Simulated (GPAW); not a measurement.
**Several settings converged on the (110) slab of SnTe (cut from a parent of space group no. 225; 8 atoms in the cell)**

```xyz
8
Lattice="6.2884 0.0000 0.0000 0.0000 4.4466 0.0000 0.0000 0.0000 20.6698" Properties=species:S:1:pos:R:3 pbc="T T T"
Sn     0.0000     1.1116     9.2233
Sn     3.1442     3.3349     7.0000
Sn     0.0000     1.1116    13.6698
Sn     3.1442     3.3349    11.4466
Te     0.0000     3.3349     7.0000
Te     3.1442     1.1116     9.2233
Te     0.0000     3.3349    11.4466
Te     3.1442     1.1116    13.6698
```

Base method: PBEsol, GPAW PAW datasets PBEsol (made by gpaw-setup) (plane waves; GPAW 25.7.0).

Base settings: mode = pw; ecut = 550 eV; xc = PBEsol; kpts = 2 3 1; mesh shift (steps) = 0 0 0; occupations.name = fermi-dirac; occupations.width = 0.01 eV; nbands = -14; convergence.density = 1e-05 e/electron; convergence.energy = 1e-05 eV/electron.

The count of work is k-points × plane waves × bands × iterations; it is no time. 

**The vacuum**

Moved along: nbands, convergence.bands.

The mesh stays at the base's, so the ladder's end is converged at best in this setting alone.

Only quantities that move along the ladder and can be compared are tabulated; the gap is left out on so coarse a mesh.

| vacuum between outermost atoms (Å) | free energy less the last step's (meV/atom) | largest difference of a force vector from the last step's (eV/Å) | count of work / last |
|---|---|---|---|
| 3.0 | -58.35 | 0.658 | 0.23 |
| 5.0 | -5.94 | 0.073 | 0.31 |
| 7.0 | -0.67 | 0.010 | 0.36 |
| 10.0 | 0.05 | 0.002 | 0.47 |
| 14.0 | 0.05 | 0.002 | 0.63 |
| 30.0 | 0.00 | 0.000 | 1.0 |

Smallest vacuum between outermost atoms (Å) that holds the forces within 0.02 eV/Å of the last step, with all finer ones: 7.0, at 0.36 of the last step's count of work; the step before is off by 0.073 eV/Å.

Smallest vacuum between outermost atoms (Å) that holds the free energy within 2 meV/atom of the last step, with all finer ones: 7.0, at 0.36 of the last step's count of work; the step before is off by 5.9 meV/atom.

**The k-point mesh**

Moved along: nbands, convergence.bands.

Only quantities that move along the ladder and can be compared are tabulated.

| kpts | free energy less the last step's (meV/atom) | largest difference of a force vector from the last step's (eV/Å) | count of work / last |
|---|---|---|---|
| 1 2 1 | -675.02 | 0.615 | 0.17 |
| 2 3 1 | 114.21 | 0.504 | 0.36 |
| 3 4 1 | -29.74 | 0.095 | 0.50 |
| 4 6 1 | 4.50 | 0.121 | 1.1 |
| 5 6 1 | 0.00 | 0.000 | 1.0 |

Coarsest kpts that holds the free energy within 5 meV/atom: not settled: the last two steps still differ by 4.5 meV/atom, over half the tolerance, so the ladder does not show it.

Coarsest kpts that holds the forces within 0.02 eV/Å: not settled: the last two steps still differ by 0.12 eV/Å, over half the tolerance, so the ladder does not show it.

**The plane-wave cutoff**

Moved along: nbands, convergence.bands.

The mesh stays at the base's, so the ladder's end is converged at best in this setting alone.

Only quantities that move along the ladder and can be compared are tabulated; the gap is left out on so coarse a mesh.

```csv
ecut,free energy less the last step's (meV/atom),largest difference of a force vector from the last step's (eV/Å),count of work / last
275 eV,377.20,0.004,0.13
330 eV,219.43,0.010,0.19
385 eV,90.28,0.004,0.22
550 eV,1.39,0.001,0.40
660 eV,0.21,0.001,0.46
1100 eV,0.00,0.000,1.0
```

Coarsest ecut that holds the free energy within 2 meV/atom of the last step, with all finer ones: 550 eV, at 0.40 of the last step's count of work; the step before is off by 90 meV/atom.

Coarsest ecut that holds the forces within 0.005 eV/Å of the last step, with all finer ones: 385 eV, at 0.22 of the last step's count of work; the step before is off by 0.010 eV/Å.

On the base run: the starting cell has typed, rounded lattice constants, without a prior relaxation at this level. The slab is cut from that crystal, and its faces are unrelaxed. Its lattice was rescaled by up to half a per cent. Spin polarisation is off, though cut faces can carry moments. In the base run, forces exceed 1 eV/Å.
